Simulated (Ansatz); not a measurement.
Spacing of the highest filled and lowest empty level at the zone centre in eight small model glasses of hand-chosen composition and density, fast-quenched (anions pushed apart in CHGNet runs), each at its PBE geometry, by PBE and by HSE06 (Ansatz, a quantum-chemistry and plane-wave program, plane waves, PAW). The cells are the first eight to finish that balance their formal charges, show no moments and no lower geometry on charging where those were tested, and have a gap at both levels; defect levels can set the spacings, and exact exchange is cut at the cells' faces.

| cell | quench by | pressure (GPa) | levels at the gap | PBE (eV) | experiment, tabulated (eV) |
|---|---|---|---|---|---|
| In9Ga9Zn9O39Mo | CHGNet | 2.2 | localised at the filled edge | 0.70 | - |
| Al28O44Ge | CHGNet | 0.0 | localised at the filled edge | 3.32 | - |
| In9Ga9Zn9O37K2 | CHGNet | 0.7 | localised at the filled edge | 0.96 | - |
| Ga24O37Be | CHGNet | 3.4 | localised at the filled edge | 1.92 | - |
| Si30N42Ca3 | CHGNet | 5.5 | localised at the filled edge | 2.52 | - |
| Al28O45W | CHGNet | -0.4 | localised at both edges | 2.65 | - |
| Ga24O39W | CHGNet | -1.0 | localised at the filled edge | 1.68 | - |
| Ga24O41Ta2 | CHGNet | 1.6 | localised at the filled edge | 1.94 | - |

What does HSE06 give, and how does it move these values against PBE?

In9Ga9Zn9O39Mo 2.28, Al28O44Ge 5.05, In9Ga9Zn9O37K2 2.51, Ga24O37Be 3.59, Si30N42Ca3 3.84, Al28O45W 4.10, Ga24O39W 3.40, Ga24O41Ta2 3.67 eV. It raises them by +1.32 to +1.73 eV, +1.59 eV on average. A straight line through the eight gives HSE06 = 0.99 × PBE +1.61 eV, with a scatter of 0.14 eV.
